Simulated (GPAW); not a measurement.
# Equation of state of zinc-blende BeSe (space group 216): energy against volume (GPAW, PBE)

```yaml
crystal:
  lattice:
    - [0.00000, 2.52430, 2.52430]
    - [2.52430, 0.00000, 2.52430]
    - [2.52430, 2.52430, 0.00000]
  atoms:
    - { symbol: Be, position: [0.00000, 0.00000, 0.00000] }
    - { symbol: Se, position: [0.75000, 0.75000, 0.75000] }
```

Method: PBE, GPAW PAW datasets PBE (gpaw-data 1.0.1) (plane waves; GPAW). Settings: mode = pw; ecut = 780 eV; xc = PBE; kpts = 11 11 11; mesh shift (steps) = 0 0 0; occupations.name = fermi-dirac; occupations.width = 0.01 eV; nbands = -6; convergence.bands = -4; symmetry.symmorphic = false; symmetry.tolerance = 0.0005; maxiter = 150. The cell above is the first row's. The rows scale it uniformly. In all rows fractional positions and the k mesh are held. E is the free energy at the stated smearing, counted from the lowest row.

```
V (Å^3/atom)  E (meV/atom)
------------  ------------
16.085               28.82
16.435               15.42
16.784                6.43
17.134                1.41
17.484                0.00
17.834                1.86
18.183                6.68
18.533               14.19
18.883                   ?
```

Task: Using the third-order Birch-Murnaghan form, a cubic in V^(-2/3), estimate the missing E at V = 18.883 from the other rows, showing the fit.

Result: With u = V^(-2/3) - 0.150, the rows have u = 0.006935, 0.004699, 0.002547, 0.000462, -0.001553, -0.003501, -0.005382, -0.007208. Least squares gives E = 0.787 + 1155.45·u + 417286·u² - 141426·u³. Residuals (row less fit): -0.002, 0.004, -0.005, 0.000, 0.000, -0.003, 0.003, -0.002; standard error 0.004 (degrees of freedom: 4). Its minimum lies at u = -0.001384, so V0 = (0.148616)^(-3/2) = 17.45. There d²E/du² = 835700 and d³E/du³ = -848600, so B0 = (4/9) × 17.45^(-7/3) × 835700 × 0.160218 = 75.3 GPa (the last factor turns the table's units into GPa), and B0' = 4 + (2/3) × 0.148616 × (-848600)/835700 = 3.9. The program's pressures in the fitted runs (not shown) pass through zero at V = 17.45, 0.01 % from this V0. At the withheld row, u = -0.008978, so E = 0.787 + 1155.45 × (-0.008978) + 417286 × (-0.008978)² - 141426 × (-0.008978)³ = 24.151 meV/atom. The calculation gives 24.13 meV/atom, 0.021 meV/atom below the prediction (0.1 % of the range of E in the table). The row lies outside the fitted rows, so this is an extrapolation. From the scatter of the fitted rows alone, a prediction at this place has a standard error of 0.009 meV/atom, so the miss is 2.3 times that.

Carrying the step between the two nearest rows on in a straight line would have given 21.70, off by 2.43; series whose last step already gives the withheld value aren't shown. The scan was laid around a cell of about the measured size, scaled by a guess for this functional. The runs keep the symmetry of the cell, so they don't test it for distortions. Cutoffs and mesh are single choices, not tested for convergence of this quantity. Series with a scatter that would blur these digits, or in which a gap closes, are not shown. Nor are scans whose minimum lies at an end fitted in this form.
